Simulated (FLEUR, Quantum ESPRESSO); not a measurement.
A Quantum ESPRESSO input for a self-consistent single point of V3Pt (Pm-3m, 4 atoms in the cell) (DFT, PBEsol, plane waves, SSSP 1.1.2 efficiency (PBE) pseudopotentials):

```fortran
&control
  calculation = 'scf'
  prefix = 'V3Pt'
  outdir = './work'
  pseudo_dir = './'
  tprnfor = .true.
  tstress = .true.
/
&system
  ibrav = 0
  nat = 4
  ntyp = 2
  ecutwfc = 50
  ecutrho = 400
  occupations = 'smearing'
  smearing = 'gaussian'
  degauss = 0.0099958
  nspin = 2
  starting_magnetization(1) = 0.154
  input_dft = 'pbesol'
/
&electrons
  conv_thr = 1.0d-10
  mixing_beta = 0.3
/
ATOMIC_SPECIES
V     50.9415  v_pbe_v1.4.uspp.F.UPF
Pt   195.0840  pt_pbe_v1.4.uspp.F.UPF
CELL_PARAMETERS angstrom
   3.73445800     0.00000000     0.00000000
   0.00000000     3.73445800     0.00000000
   0.00000000     0.00000000     3.73445800
ATOMIC_POSITIONS bohr
V     3.52855142    3.52855142    0.00000000
V     0.00000000    3.52855142    3.52855142
V     3.52855142    0.00000000    3.52855142
Pt    0.00000000    0.00000000    0.00000000
K_POINTS automatic
7 7 7  0 0 0
```

**Question.** Translate this input to FLEUR.

**Answer.** This is the input that was run; spellings and numerical settings could be chosen otherwise.

Input of the input generator:

```
scf V3Pt
&input film=f /
1.0000000000 0.0000000000 0.0000000000
0.0000000000 1.0000000000 0.0000000000
0.0000000000 0.0000000000 1.0000000000
7.0571028439
1.0 1.0 1.0

4
23 0.5000000000 0.5000000000 0.0000000000 : 2.00
23 0.0000000000 0.5000000000 0.5000000000 : 2.00
23 0.5000000000 0.0000000000 0.5000000000 : 2.00
78 0.0000000000 0.0000000000 0.0000000000 : 0.00

&comp jspins=2 /
&exco xctyp='PBEs' /
&kpt div1=7 div2=7 div3=7 /
&end /
```

```xml
<?xml version="1.0" encoding="UTF-8" standalone="no"?>
<fleurInput fleurInputVersion="0.39">
   <comment>
      scf V3Pt                                                                                            
   </comment>
   <calculationSetup>
      <cutoffs Kmax="4.2" Gmax="12.6" GmaxXC="12.6" numbands="0"/>
      <scfLoop itmax="80" minDistance="0.00001" maxIterBroyd="15" imix="Anderson" alpha="0.05" precondParam="0.0" spinf="2.0"/>
      <coreElectrons ctail="T" frcor="F" kcrel="0" coretail_lmax="0"/>
      <xcFunctional name="PBEs" relativisticCorrections="F"/>
      <magnetism jspins="2"/>
      <soc l_soc="F" theta="0.0" phi="0.0" spav="F"/>
      <expertModes spex="0" secvar="F"/>
      <geometryOptimization l_f="T" forcealpha="1.0" forcemix="BFGS" epsdisp="0.00001" epsforce="0.00001"/>
      <ldaU l_linMix="F" mixParam="0.05" spinf="1.0"/>
   </calculationSetup>
   <cell>
      <bzIntegration valenceElectrons="55.0" mode="gauss" fermiSmearingEnergy="0.00499791">
         <kPointListSelection listName="default-1"/>
         <!-- k-points included here -->
         <xi:include xmlns:xi="http://www.w3.org/2001/XInclude" href="kpts.xml"> </xi:include>
      </bzIntegration>
      <!-- symmetry operations included here -->
      <xi:include xmlns:xi="http://www.w3.org/2001/XInclude" href="sym.xml"> </xi:include>
      <bulkLattice scale="1.0">
         <bravaisMatrix>
            <row-1>    7.0571028439000001     0.0000000000000000     0.0000000000000000</row-1>
            <row-2>    0.0000000000000000     7.0571028439000001     0.0000000000000000</row-2>
            <row-3>    0.0000000000000000     0.0000000000000000     7.0571028439000001</row-3>
         </bravaisMatrix>
      </bulkLattice>
   </cell>
   <atomSpecies>
      <species name="Vanadium (2.000" element="V" atomicNumber="23">
         <mtSphere radius="2.38" gridPoints="819" logIncrement="0.015"/>
         <atomicCutoffs lmax="10" lnonsphr="8"/>
         <electronConfig flipSpins="F">
            <coreConfig>(1s1/2) (2s1/2) (2p1/2) (2p3/2)</coreConfig>
            <valenceConfig>(3s1/2) (3p1/2) (3p3/2) (4s1/2) (3d3/2) (3d5/2)</valenceConfig>
            <stateOccupation state="(3d3/2)" spinUp="0.7" spinDown="0.5"/>
            <stateOccupation state="(3d5/2)" spinUp="1.8" spinDown="0.0"/>
         </electronConfig>
         <energyParameters s="4" p="4" d="3" f="4"/>
         <lo type="SCLO" l="0" n="3" eDeriv="0"/>
         <lo type="SCLO" l="1" n="3" eDeriv="0"/>
      </species>
      <species name="Platinum (Pt)" element="Pt" atomicNumber="78">
         <mtSphere radius="2.38" gridPoints="819" logIncrement="0.016"/>
         <atomicCutoffs lmax="10" lnonsphr="8"/>
         <electronConfig flipSpins="F">
            <coreConfig>(1s1/2) (2s1/2) (2p1/2) (2p3/2) (3s1/2) (3p1/2) (3p3/2) (4s1/2) (3d3/2) (3d5/2) (4p1/2) (4p3/2) (5s1/2) (4d3/2) (4d5/2) (4f5/2) (4f7/2)</coreConfig>
            <valenceConfig>(5p1/2) (5p3/2) (6s1/2) (5d3/2) (5d5/2)</valenceConfig>
            <stateOccupation state="(6s1/2)" spinUp="0.5" spinDown="0.5"/>
            <stateOccupation state="(5d3/2)" spinUp="1.8" spinDown="1.8"/>
            <stateOccupation state="(5d5/2)" spinUp="2.7" spinDown="2.7"/>
         </electronConfig>
         <energyParameters s="6" p="6" d="5" f="5"/>
         <lo type="SCLO" l="1" n="5" eDeriv="0"/>
      </species>
   </atomSpecies>
   <atomGroups>
      <atomGroup species="Vanadium (2.000">
         <relPos label="                   1">1.000/2.000 1.000/2.000 .0000000000</relPos>
         <relPos label="                   2">.0000000000 1.000/2.000 1.000/2.000</relPos>
         <relPos label="                   3">1.000/2.000 .0000000000 1.000/2.000</relPos>
         <force calculate="T" relaxXYZ="TTT"/>
      </atomGroup>
      <atomGroup species="Platinum (Pt)">
         <relPos label="                   4">.0000000000 .0000000000 .0000000000</relPos>
         <force calculate="T" relaxXYZ="TTT"/>
      </atomGroup>
   </atomGroups>
   <output dos="F" band="F" slice="F">
      <checks vchk="F" cdinf="F"/>
      <bandDOS minEnergy="-.5*Htr" maxEnergy="0.5*Htr" sigma="0.015" storeEVData="T"/>
      <vacuumDOS vacdos="F" integ="F" star="F" nstars="0" locx1="0.0" locy1="0.0" locx2="0.0" locy2="0.0" nstm="0" tworkf="0.0"/>
      <unfoldingBand unfoldBand="F" supercellX="1" supercellY="1" supercellZ="1"/>
      <plotting iplot="0" polar="F">
         <plot TwoD="T" vec1="  1.0  0.0  0.0" vec2="  0.0  1.0  0.0" vec3="  0.0  0.0  1.0" zero="  0.0  0.0  0.0" file="plot"/>
      </plotting>
      <chargeDensitySlicing numkpt="0" minEigenval="0.0" maxEigenval="0.0" nnne="0" pallst="F"/>
      <specialOutput eonly="F"/>
      <magneticCircularDichroism mcd="F" energyLo="-10.0" energyUp="0.0"/>
   </output>
  <!-- We include the file relax.xml here to enable relaxations (see documentation) -->
  <xi:include xmlns:xi="http://www.w3.org/2001/XInclude" href="relax.xml"> <xi:fallback/> </xi:include>
</fleurInput>
```

Basis, cutoffs, solver keys and any potentials are the target program's own. This input uses DFT, PBEsol, all-electron FLAPW (FLEUR), scalar-relativistic valence. Both were run: size of the net moment 0.00 μB/atom in Quantum ESPRESSO and 0.00 in FLEUR.

On FLEUR: the starting cell comes from a database of computed structures (which also holds hypothetical and non-ambient phases and stackings), without a prior relaxation at this level. Its lattice was rescaled by a random factor within 2.5 % of one. For this run, on top of that: lattice scaled by 0.98. Spin-orbit coupling is off. The starting moments vanished: the run ended non-magnetic, which need not be the lowest state. Values depend on the basis (sphere radii, cutoffs, local orbitals), which need not be converged.

On Quantum ESPRESSO: the starting cell comes from a database of computed structures (which also holds hypothetical and non-ambient phases and stackings), without a prior relaxation at this level. Its lattice was rescaled by a random factor within 2.5 % of one. For this run, on top of that: lattice scaled by 0.98. Spin-orbit coupling is off. The starting moments vanished: the run ended non-magnetic, which need not be the lowest state. With a pressure of about 10 GPa the cell is away from its equilibrium volume at this level.
